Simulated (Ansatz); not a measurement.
1T (CdI2-type) MnI2, treated with LDA (PAW; Ansatz, a quantum-chemistry and plane-wave program).

Settings: plane-wave cutoff 520 eV, 12×12×6 k mesh (along the axes of the cell as run), Fermi–Dirac smearing 0.01 eV, spin-polarised with parallel moments, scalar-relativistic PAW data made under PBE.

Equation-of-state points:

```
V (Å³/atom)  E − E_lowest (meV/atom)
-----------  -----------------------
29.297                          3.46
29.908                          0.79
30.518                          0.00
31.129                          0.70
31.739                          2.52
```

**Question.** Estimate the bulk modulus and its pressure derivative from these points.

**Answer.** V0 = 30.513 Å³/atom, B0 = 19.4 GPa, B′ = 11.4 (fit to the energies at full precision).

Shape and atoms are relaxed at each volume.

Note: the magnetic order was assumed, not searched for or taken from measurement; the volume lies 10 % below that of the published cell; the bulk modulus comes from volumes at which shape and atoms were relaxed.

Spin–orbit coupling is not included.

Computed values are for the static lattice.

Computing time: roughly 29 core-minutes.
